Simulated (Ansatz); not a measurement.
Start from GaN in the zinc blende structure (space group F-43m, No. 216; a = 4.498 Å). Axes: x, y, z lie along the cube axes.

The values are results of Ansatz (an electronic-structure program), PBEsol, PAW, cutoff 420 eV, no spin-orbit coupling, not measurements.

Base values:

| Quantity | Result |
|---|---|
| Volume per atom | 11.38 Å³ |
| Band gap | 1.70 eV |

One thing is altered: uniaxial stress, 2 GPa tension along z, with the cell and atoms free to relax against it.

### Question
Predict the new secant Young's modulus along z.

### Answer
The secant Young's modulus along z is 170 GPa.

### Question
Estimate the effect on the volume per atom.

### Answer
The volume per atom rises by 0.04 Å³ to 11.42 Å³.

### Question
Predict the new band gap.

### Answer
The band gap drops by 0.05 eV (1.70 eV → 1.65 eV).

Load acts through the strain it causes; cell and atoms are relaxed under it. Beyond what the load breaks, stability against distortions was not tested. This is not the structure that GaN has at room temperature and ambient pressure.
